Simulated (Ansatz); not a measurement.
For SnSe (model structure, started from the zincblende type, F-43m, No. 216, 2 atoms in the cell), PBE (Ansatz, a first-principles code, plane waves, PAW) gives:

* **equilibrium lattice constant a**: 6.780 Å
* **formation enthalpy**: -0.223 eV/atom

Question: What does PBE-D3(BJ) in Ansatz (PAW) give for the same quantities?

Answer: 
- lattice constant a: 6.735 Å (shrinks by 0.7 %)
- formation enthalpy: -0.127 eV/atom (moves by +0.096 eV/atom)

Changes are worked out from the printed values.

Unless a cell is named, each level is at its own relaxed cell (PBE 38.95, PBE-D3(BJ) 38.19 Å³/atom).

Levels without +SOC leave out spin–orbit coupling, which shifts energies and cells of such heavy elements.

Ansatz's density-functional and Hartree–Fock values are scalar-relativistic unless marked +SOC, with PAW data made under PBE.

A model structure was made by putting elements into a prototype or built by hand; it is no filed structure, need not be a known phase, and can be a saddle point held by its symmetry.
